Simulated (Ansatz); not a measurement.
Base system: Cu in the fcc (Cu type) structure (space group Fm-3m, No. 225; relaxed with 0.1 eV smearing).

```
Cu
1.0
    0.00000     1.78189     1.78189
    1.78189     0.00000     1.78189
    1.78189     1.78189     0.00000
Cu
1
Direct
  0.00000   0.00000   0.00000
```

Cartesian axes are those of the cell as printed.

Calculations: Kohn–Sham DFT with the PBEsol functional, run in Ansatz (a quantum-chemistry and plane-wave program) with PAW and 420 eV plane waves, no SOC.

It is then changed as follows: uniaxial strain ε_zz = −1.00 %, all other strain components held at zero, atoms relaxed at fixed cell.

Problem. Predict the stress tensor and what it implies for the stiffness.

Solution. Stress of the strained cell less that of the base (GPa, compression positive):
```
    1.5     0.0     0.0
    0.0     1.5     0.0
    0.0     0.0     2.2
```

Then −Δσ_ii/ε with ε = -0.0100 gives relaxed-ion elastic constants: C33 ≈ 215 GPa, C13 ≈ 153 GPa and C23 ≈ 153 GPa.

Whether these cells are dynamically stable was not tested. The final runs are not spin-polarised.
